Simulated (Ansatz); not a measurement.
Bond-angle distributions (per cent of the angles at each element, bins of 10°) of a relaxed model of amorphous Si24O49Ba at 2.35 g/cm³. Method: PBE, scalar-relativistic without spin-orbit coupling (plane waves to 420 eV, PAW; Ansatz, a first-principles code).

Preparation: random packing, a CHGNet melt and quench, and a DFT relaxation. O atoms were pushed apart under 1.9 Å during the dynamics, to hinder bonds among them. The hot cell started wider than the set density and was brought back towards it in steps. It is the lowest in DFT energy of 2 quenches. It is a model cell: composition and starting density were chosen by hand, and all elements were melted together. No dispersion term was used. Its density started from a set value of 2.35 and ended at 2.35 g/cm³. Cooling (nominally 400 K/ps over its main leg) ran many orders faster than in experiment, which tends to leave more defects and strain. A cell of this size samples the disorder only roughly. The volume was held where the preparation left it and the shape relaxed, at a PBE pressure of 0.7 GPa. Stress components on the final sampling reach 0.7 GPa.

Cut-offs for bonds: Si-Si 2.60 Å, Si-O 1.90 Å, Si-Ba 3.59 Å, O-O 1.58 Å, O-Ba 3.37 Å, Ba-Ba 4.73 Å. Two cations that share two anions don't count as bonded, nor two that share one unless they lie closer than Si-Si 2.38 Å, Si-Ba 3.49 Å, Ba-Ba 4.60 Å.

```json
[
 {"angle (°)": "50-60", "at Si": "0", "at O": "0"},
 {"angle (°)": "60-70", "at Si": "0", "at O": "0"},
 {"angle (°)": "70-80", "at Si": "0", "at O": "0"},
 {"angle (°)": "80-90", "at Si": "2", "at O": "12"},
 {"angle (°)": "90-100", "at Si": "2", "at O": "4"},
 {"angle (°)": "100-110", "at Si": "48", "at O": "2"},
 {"angle (°)": "110-120", "at Si": "43", "at O": "4"},
 {"angle (°)": "120-130", "at Si": "5", "at O": "18"},
 {"angle (°)": "130-140", "at Si": "0", "at O": "23"},
 {"angle (°)": "140-150", "at Si": "0", "at O": "19"},
 {"angle (°)": "150-160", "at Si": "0", "at O": "12"},
 {"angle (°)": "160-170", "at Si": "0", "at O": "4"},
 {"angle (°)": "170-180", "at Si": "0", "at O": "4"}
]
```

They go with these counts of neighbours within the cut-offs, cation contacts included: Si mean 4.0, most often 4; O mean 2.1, most often 2.
